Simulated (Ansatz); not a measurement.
The parent structure is Ga$_{2}$O$_{3}$ in the corundum structure (space group R-3c, No. 167).

```yaml
crystal:
  lattice:
    - [2.52897, 1.46010, 4.54140]
    - [-2.52897, 1.46010, 4.54140]
    - [0.00000, -2.92020, 4.54140]
  atoms:
    - { symbol: Ga, position: [0.35584, 0.35584, 0.35584] }
    - { symbol: Ga, position: [0.14416, 0.14416, 0.14416] }
    - { symbol: Ga, position: [0.64416, 0.64416, 0.64416] }
    - { symbol: Ga, position: [0.85584, 0.85584, 0.85584] }
    - { symbol: O, position: [0.55310, 0.94690, 0.25000] }
    - { symbol: O, position: [0.25000, 0.55310, 0.94690] }
    - { symbol: O, position: [0.94690, 0.25000, 0.55310] }
    - { symbol: O, position: [0.44690, 0.05310, 0.75000] }
    - { symbol: O, position: [0.75000, 0.44690, 0.05310] }
    - { symbol: O, position: [0.05310, 0.75000, 0.44690] }
```

Computed with PBE/PAW in Ansatz (a program for electronic structure), no spin-orbit coupling, earlier PAW set.

For the base:

```
Item                             Value
-----------------------------  -------
Band gap                       2.41 eV
Shortest interatomic distance  1.952 Å
Smallest direct gap            2.64 eV
```

Modification: cell and atoms relaxed at a pressure of 30 GPa.

### Question
What happens to the band gap?

### Answer
The band gap increases by 1.23 eV (2.41 eV → 3.64 eV).

### Question
Predict the new shortest interatomic distance.

### Answer
The shortest interatomic distance falls by 0.074 Å (1.952 Å → 1.878 Å).

### Question
How does this affect the smallest direct gap?

### Answer
The smallest direct gap increases by 1.28 eV to 3.92 eV.

Load acts through the strain it causes; cell and atoms are relaxed under it. Stability against distortions was not tested. Competing high-pressure phases were not computed.
